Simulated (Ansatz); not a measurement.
Start from HfN in the rock salt structure (space group Fm-3m, No. 225; relaxed with 0.1 eV smearing).

```
HfN
1.0
    0.00000     2.26285     2.26285
    2.26285     0.00000     2.26285
    2.26285     2.26285     0.00000
Hf N
1 1
Direct
  0.00000   0.00000   0.00000
  0.50000   0.50000   0.50000
```

Cartesian axes are those of the cell as printed.

Method: DFT with r2SCAN, PAW potentials and a 500 eV plane-wave cutoff in Ansatz (a first-principles code), no spin-orbit coupling.

Perturbation: tensor shear ε_xy = +1.14 % (engineering shear γ = 0.0228); the atoms relax in the strained cell.

### Question
Predict the stress tensor and what it implies for the stiffness.

### Answer
Stress of the strained cell less that of the base (GPa, compression positive):
```
    0.1    -2.9     0.0
   -2.9     0.1     0.0
    0.0     0.0     0.0
```

Then −Δσ/γ with γ = 2ε = 0.0228 gives relaxed-ion elastic constants: C66 ≈ 129 GPa.

Whether these cells are dynamically stable was not tested. The final runs are not spin-polarised.
